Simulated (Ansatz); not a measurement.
Start from GaP in the zinc blende structure (space group F-43m, No. 216; a = 5.4514 Å). Axes: x, y, z lie along the cube axes.

Method: r2SCAN (Ansatz, a quantum-chemistry and plane-wave program), no spin-orbit coupling.

One thing is altered: an isotropic linear strain of −1.49 %; the atoms relax in the strained cell.

**Question.** Predict the stress tensor and what it implies for the stiffness.

**Answer.** Stress of the strained cell less that of the base (GPa, compression positive):
```
   4.36    0.00    0.00
   0.00    4.36    0.00
   0.00    0.00    4.36
```

Then B = −ΔP/(ΔV/V₀) with ΔV/V₀ = -0.0440 gives secant stiffness values (nonlinear terms included at this strain): B ≈ 99 GPa.

As a check, the harmonic strain energy −½ V₀ Δσ:ε is 12 meV/atom; the computed energy rise is 12 meV/atom.

Stability against distortions was not tested.
